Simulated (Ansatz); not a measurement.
A zone-centre phonon calculation of CoGe (P2_13, 8 atoms in the cell) with Ansatz (a program for electronic structure).

Method of the run: LDA (PW92), default PAW files made with PBE (plane waves; Ansatz).

```
CELL_PARAMETERS angstrom
      4.59321     0.00000     0.00000
      0.00000     4.59321     0.00000
      0.00000     0.00000     4.59321
ATOMIC_POSITIONS crystal
  Co 0.13683 0.13683 0.13683
  Co 0.36317 0.86317 0.63683
  Co 0.63683 0.36317 0.86317
  Co 0.86317 0.63683 0.36317
  Ge 0.83981 0.83981 0.83981
  Ge 0.66019 0.16019 0.33981
  Ge 0.33981 0.66019 0.16019
  Ge 0.16019 0.33981 0.66019
```

Reference input (self-consistent single point, DFT, LDA (PW92), plane waves, default PAW files made with PBE): basis.ecutwfc = 420 eV; kpoints.mp_grid.grid = 7 7 7; hamiltonian.xc = lda; hamiltonian.pseudopotentials = {kind: paw} (the program's default PAW files); scf.occupations.method = fermi_dirac; scf.occupations.width = 0.1 eV. This run's input differs from it in these lines:

```diff
@@ -28,6 +28,4 @@
     width: 0.1 eV
-output:
-  forces: true
-  eigenvalues: true
-  stress: true
+phonons:
+  method: dfpt
```

The program printed (abridged):

```
SCF iter   1: F=—  HF=-37116.546378 eV  |F-HF|=—  |Δ(HF+E_count)|=         —  Δρ=1.92e-2  dr2=1.64e-1  ethr=1.77e-3  ⟨swp⟩=5.4  Hψ=41814  notcnv=0  defer=318
all-band conjugate gradients solve this SCF's bands
preconditioner: auto → Kerker (q_TF=auto, 2.843 Å⁻¹)
SCF iter   2: F=—  HF=-37116.521102 eV  |F-HF|=—  |Δ(HF+E_count)|=   2.53e-2  Δρ=6.70e-3  dr2=2.23e-2  ethr=1.32e-4  ⟨swp⟩=3.0  Hψ=22394  notcnv=0  defer=394
   [... lines left out ...]
SCF iter   8: F=—  HF=-37116.517594 eV  |F-HF|=—  |Δ(HF+E_count)|=   9.29e-8  Δρ=7.57e-6  dr2=4.08e-8  ethr=2.69e-10  ⟨swp⟩=2.0  Hψ=23114  notcnv=0  defer=394
SCF iter   9: F=—  HF=-37116.517594 eV  |F-HF|=—  |Δ(HF+E_count)|=   1.07e-8  Δρ=1.86e-6  dr2=2.77e-9  ethr=3.29e-11  ⟨swp⟩=2.0  Hψ=16889  notcnv=0  defer=394
SCF iter  10: F=—  HF=-37116.517594 eV  |F-HF|=—  |Δ(HF+E_count)|=  8.22e-10  Δρ=3.73e-7  dr2=1.26e-10  ethr=2.23e-12  ⟨swp⟩=2.3  Hψ=16350  notcnv=0  defer=394
SCF iter  11: F=-37116.517594 eV  HF=-37116.517594 eV  |F-HF|=7.28e-12  |Δ(HF+E_count)|=  4.37e-11  Δρ=6.03e-8  dr2=3.68e-12  ethr=1.00e-12  ⟨swp⟩=9.5  Hψ=64862  notcnv=0
SCF 1 converged in 11 iterations: F = -37116.517594 eV  dr2 = 3.68e-12
DFPT response loops at Γ: preconditioner auto → Kerker (q_TF=auto, 2.843 Å⁻¹) (partly filled bands, converged f_vac=0.000) …
the response loops of the zone centre start from zero, take more passes and end by a threshold …
Free energy (F): -37116.517594 eV
Internal energy: -37116.403806 eV  (E = F + TS)
E sigma→0 (E₀):  -37116.460700 eV
Entropy (-TS):   -0.113789 eV (-14.224 meV/atom)
Fermi energy:    17.316023 eV
   [... lines left out ...]
  ASR residual per site (eV/Å²): 6.16e-4 6.16e-4 6.16e-4 6.16e-4 2.06e-5 2.06e-5 2.06e-5 2.06e-5
  Γ frequencies (cm⁻¹): 0.00 0.00 0.00 135.18 136.37 136.37 151.32 151.32 151.32 186.83 186.83 186.83 209.69 214.36 214.36 214.36 222.88 222.88 226.48 226.48 226.48 279.47 279.47 279.47
  non-analytic LO–TO correction: not included (Born effective charges unavailable; polar crystals: no LO–TO splitting at Γ)
```

The run converged in 11 iterations. 

Summary of the result:
| Item | Result |
|---|---|
| Free energy E − TS (on the zero of these files) | -37116.5176 eV |
| Fermi level (on the code's own zero) | 17.32 eV |
| Zone-centre frequencies (cm⁻¹; negative means imaginary) | 0, 0, 0, 135, 136, 136, 151, 151, 151, 187, 187, 187, 210, 214, 214, 214, 223, 223, 226, 226, 226, 279, 279, 279 |

The starting cell comes from a database of computed structures (which also holds hypothetical and non-ambient phases and stackings), without a prior relaxation at this level. Its lattice was rescaled by up to half a per cent. Spin polarisation is off.

Cost on one core of a shared machine: roughly 20 min.

Keys are those of Ansatz 0.2.
